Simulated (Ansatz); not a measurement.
The starting structures come from a database of crystals and need not be the phases stable at ambient conditions.

 Where the default PAW files enter, the runs use the earlier of Ansatz's two default sets.

Given:

```
CELL_PARAMETERS angstrom
      4.67575     0.00000     0.00000
      2.29233     4.07528     0.00000
      0.00000     0.00000     7.63690
ATOMIC_POSITIONS crystal
  Cd 0.15153 0.15153 0.00017
  Cd 0.84847 0.84847 0.50017
  Te 0.81781 0.81781 0.12483
  Te 0.18219 0.18219 0.62483
```

Space group of this cell: Cmc2_1. The cell is taken as given; by r2SCAN its mean pressure is -1.2 GPa.

The current runs along the normal of the first two printed vectors. All runs by Ansatz (a first-principles code), plane waves and PAW, without spin-orbit coupling; the base is r2SCAN.

```
run                                                      mean pressure (GPa)  gap (eV)  mid-gap κ (1/Å)
-------------------------------------------------------  -------------------  --------  ---------------
base                                                                    -1.2      1.10            0.076
all lengths scaled by 0.98                                               1.2      1.31            0.086
all lengths scaled by 1.02                                              -3.0      0.91            0.066
lda in place of r2scan                                                  -3.7      0.35            0.028
lengths across the current scaled by 0.98, ions clamped                  0.4      1.21            0.083
lengths across the current scaled by 1.02, ions clamped                 -2.4      0.98                ?
lengths along the current scaled by 0.97, ions clamped                   0.0         ?                ?
lengths along the current scaled by 1.03, ions clamped                  -2.1      0.98            0.073
pbesol in place of r2scan                                               -2.3         ?                ?
```

Complete the blanks.


- lengths across the current scaled by 1.02, ions clamped, mid-gap κ (1/Å): 0.069
- lengths along the current scaled by 0.97, ions clamped, gap (eV): 1.20
- lengths along the current scaled by 0.97, ions clamped, mid-gap κ (1/Å): 0.081
- pbesol in place of r2scan, gap (eV): 0.50
- pbesol in place of r2scan, mid-gap κ (1/Å): 0.039
